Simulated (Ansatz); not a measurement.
The reference is Rb in the bcc (W type) structure (space group Im-3m, No. 229; relaxed with 0.1 eV smearing).

```
CELL_PARAMETERS angstrom
     -2.78564     2.78564     2.78564
      2.78564    -2.78564     2.78564
      2.78564     2.78564    -2.78564
ATOMIC_POSITIONS crystal
  Rb 0.00000 0.00000 0.00000
```

Cartesian axes are those of the cell as printed.

Method: DFT with PBEsol, PAW potentials and a 420 eV plane-wave cutoff in Ansatz (a quantum-chemistry and plane-wave program), no spin-orbit coupling.

Modification: biaxial strain −1.50 %, plane normal [001], relaxed out of plane (Cartesian); in-plane vectors clamped, the third vector and the atoms free.

Q: What happens to the out-of-plane strain and in-plane stress?

A: The out-of-plane strain amounts to +2.78 %; the mean in-plane stress (compression positive) comes out as 0.0 GPa.

Stability against distortions was not tested. The final runs are not spin-polarised.
